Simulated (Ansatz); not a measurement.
Functionals compared on a constructed model of the (100) surface of fcc Al, a pseudomorphic layer of V in the host's stacking (bottom of the slab: a bare face, its two planes held), in Ansatz (plane waves, PAW). The structure was relaxed with PBE; the other rows are single points on it. Cutoff 420 eV.

Set-up: 7 atoms, 12.1 Å thick at the start; mesh 13x13x1; 0.1 eV smearing; dipole correction on; 2 atoms held, the rest relaxed; held to the start's symmetry, so lower structures may exist; spin-polarised, ending with about 0.8 μB a cell; orders that need a larger cell were not tried, no spin-orbit, no U. It is one candidate, not shown to be the stable structure of the face. These notes are the PBE run's.

```
functional  work function of the top face (eV)  magnetic moment of the cell (μB)          rough cost of the single point
----------  ----------------------------------  --------------------------------  --------------------------------------
PBE                                       4.42                              0.77                                       –
RPBE                                       ___                              0.98  about 70 core-seconds (a rough figure)
```

Problem. Some entries are withheld; supply them.

Solution. 
- RPBE, work function of the top face (eV): 4.22

Ansatz is a program for electronic structure.
